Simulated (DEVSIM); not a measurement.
Device: Au/SiO2/p-InP capacitor, at 500 K.

Layer 1 from the left is SiO2, thickness (nm) 43.0. Layer 2 from the left is InP, thickness (nm) 2300, Na (cm⁻³) 7.1e16.

Metal gate on the left, work function 5.1 eV. Fixed charge at the semiconductor interface 1.2e10 cm⁻² (in units of +e); no interface traps.

Constants are typed, rounded textbook-type inputs, not results; the design itself was drawn at random and stands for no fabricated device. Values at 300 K; Nc and Nv go as T^1.5, mobilities as T to minus their exponent, the gap by Varshni's rule with the affinity fixed.

SiO2: gap (eV) 9, affinity (eV) 0.9, permittivity 3.9. InP: gap (eV) 1.344, affinity (eV) 4.38, permittivity 12.5, Nc (cm⁻³) 5.7e17, Nv (cm⁻³) 1.1e19, Varshni α (eV/K) 0.000363, Varshni β (K) 162.

Model (solved in DEVSIM): 1D Poisson equation in equilibrium, Boltzmann statistics, complete ionisation; no quantum confinement or tunnelling. Metal contacts follow the ideal Schottky-Mott rule: no Fermi-level pinning, no interface dipoles.

Task: What does the simulation give for the flat-band voltage, the minimum of the low-frequency capacitance?

Result: flat-band voltage -0.33 V; minimum of the low-frequency capacitance 0.0441 μF/cm².
